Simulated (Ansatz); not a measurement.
BAs under load (space group I-4m2), Ansatz (a program for electronic structure) with r2SCAN with spin-orbit coupling, rigid bands. Condition of this run: uniaxial stress along [001] of -16 GPa (compression positive) (the target of the relaxation). Band gap 0.77 eV, N_c = 2.23e19 cm⁻³ and N_v = 3.46e18 cm⁻³ at 300 K, conductivity masses along z (a = (0.00, 2.36, 2.54) Å; b = (2.36, 0.00, 2.54) Å; c = (2.36, 2.36, 0.00) Å) of 0.227 mₑ (electrons) and 0.221 mₑ (holes). Take k_BT = 0.02585 eV.

Problem. Find the intrinsic carrier density and the intrinsic Fermi level.

Solution. n_i = √(N_c N_v) exp(−E_g/2k_BT) = 8.78e18 × exp(−14.89) = 3.0e12 cm⁻³. The level lies (k_BT/2) ln(N_v/N_c) = -24 meV from mid-gap (positive towards the conduction band). Each 0.1 eV added to the gap lowers n_i by a factor of 6.9.

Problem. What thermal injection velocity √(2k_BT/πm) limits a ballistic channel along the direction named?

Solution. 1.13e7 cm/s for electrons and 1.14e7 cm/s for holes, a ratio of √(m_h/m_e) = 0.987, for dilute carriers.

Problem. What built-in voltage has an abrupt junction with N_A = 1e16 and N_D = 1e17 cm⁻³, all dopants ionised?

Solution. V_bi = E_g/e − (k_BT/e) ln(N_c N_v/(N_A N_D)) = 0.77 − 0.02585 × 11.25 = 0.48 V, for the computed gap.

Rigid bands with the computed gap; masses take one relaxation time for all states. Geometry: cell and atoms relaxed with PBEsol.
